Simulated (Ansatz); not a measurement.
Take Zr in the hcp (Mg type) structure (space group P6_3/mmc, No. 194; a = 3.182 Å, c = 5.124 Å; relaxed with 0.1 eV smearing) as the base.

Method: PBEsol, PAW, 420 eV (Ansatz, a first-principles code; without spin-orbit coupling).

Base values:

```
Property   Result
--------  -------
Pressure  0.0 GPa
Band gap     zero
```

Modification: an isotropic linear strain of −2.50 %, atoms relaxed at fixed cell.

Problem. What does the calculation give for the energy relative to the base, pressure and band gap after the change?

Solution. The energy grows by 41 meV/atom; the pressure (mean of the normal stresses, compression positive) goes from zero to 8.5 GPa; the band gap remains zero.

Stability against distortions was not tested. All final runs are without spin polarisation.
